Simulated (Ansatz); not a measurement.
## What isotropic strain +1.50 % does to MgTe

The reference is MgTe in the zinc blende structure (space group F-43m, No. 216; a = 6.439 Å).

The change: the cell is scaled by 1.0150 in all directions, atoms relaxed at fixed cell.

The values are results of DFT with PBEsol, PAW potentials and a 420 eV plane-wave cutoff in Ansatz (an electronic-structure program), spin-orbit coupling left out, not measurements. Γ-centred 9×9×9 mesh, Fermi–Dirac width 0.05 eV.

The space group is still F-43m (No. 216) and the energy rises by 7.4 meV/atom. The pressure shrinks by 1.47 GPa to -1.48 GPa and the band gap shrinks by 0.19 eV (2.35 eV → 2.16 eV). The gap character remains direct at Γ and the mean gap deformation potential ΔEg/Δln V amounts to -4.2 eV. The width of the top valence band drops by 0.10 eV (1.49 eV → 1.39 eV) and the electron mass stays 0.16 mₑ (at Γ). The hole mass (degenerate bands, along [100]) goes from 0.19, 0.88, 0.88 mₑ (at Γ) to 0.19, 0.92, 0.92 mₑ (at Γ) and the valley order (the lowest conduction-band minima on the path, energy above the VBM, named in the base's zone) changes from Γ 2.35 eV; X along ⟨100⟩ 2.71 eV; L along ⟨111⟩ 3.18 eV to Γ 2.16 eV; X along ⟨100⟩ 2.78 eV; L along ⟨111⟩ 3.07 eV.

Final structure:

```xyz
2
Lattice="0.0000 3.2679 3.2679 3.2679 0.0000 3.2679 3.2679 3.2679 0.0000" Properties=species:S:1:pos:R:3 pbc="T T T"
Mg     0.0000     0.0000     0.0000
Te     1.6340     1.6340     1.6340
```

With Te present, leaving out spin-orbit coupling can change the band edges. Masses are band curvatures over ±0.01 Å⁻¹ around the edge. Stability against distortions was not tested.
